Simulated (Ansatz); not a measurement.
Abridged Ansatz (a program for electronic structure) output:

```
Pseudopotential: Be, paw, valence charge 2
Pseudopotential: Pd, paw, valence charge 18
Crystal: 2 atoms, lattice volume = 21.898 Å³
Basis set: ecut = 420 eV, 437 PW (Γ), exchange–correlation on 40×40×40 points (8 copies of the dense FFT grid, shifted against one another)
Bands: 14, of which v1, the nominal top of the filled ones, is band 10 counted from 1 (9 counted from 0)
Symmetry: 48 space group operations
k-points: 165 of 4913
Functional: x = pbesol(κ = 0.804, μ = 0.12345679012345678), c = pbesol(β = 0.046)
SCF iter   1: F=—  HF=-6998.254152 eV  |F-HF|=—  |Δ(HF+E_count)|=         —  Δρ=8.84e-3  dr2=1.72e-2  ethr=1.77e-3  ⟨swp⟩=5.4  Hψ=13119  notcnv=0
SCF iter   2: F=—  HF=-6998.251065 eV  |F-HF|=—  |Δ(HF+E_count)|=   3.09e-3  Δρ=4.59e-3  dr2=5.03e-3  ethr=8.60e-5  ⟨swp⟩=1.0  Hψ=3636  notcnv=0
SCF 1 converged in 6 iterations: F = -6998.249892 eV  dr2 = 1.81e-12
SCF converged after 6 iterations
Free energy (F): -6998.249892 eV
Internal energy: -6998.242757 eV  (E = F + TS)
E sigma→0 (E₀):  -6998.246325 eV
Entropy (-TS):   -0.007135 eV (-3.568 meV/atom)
Fermi energy:    17.171225 eV
--- Forces (eV/Å), atoms counted from 1 ---
  atom   1  Be    -0.00000000     0.00000000     0.00000000
  atom   2  Pd     0.00000000     0.00000000     0.00000000
--- Stress (GPa, compression-positive) ---
        0.000260      -0.000000       0.000000
        0.000000       0.000260       0.000000
        0.000000       0.000000       0.000260
  P = ⅓ Tr σ = 0.0003 GPa (0.003 kbar)
```

Question: What was computed, and what are the main results?

Answer: BePd, 2 atoms in the cell, with PBEsol (Ansatz), no spin-orbit coupling. The last SCF converged to F = -6998.249892 eV, or -3499.1249 eV per atom, at a pressure of 0.00 GPa. The total energy compares only with runs of the same code, potentials and settings.

Stability against distortions was not tested. The final runs are not spin-polarised. The cell is BePd in the CsCl type structure (space group Pm-3m, No. 221).
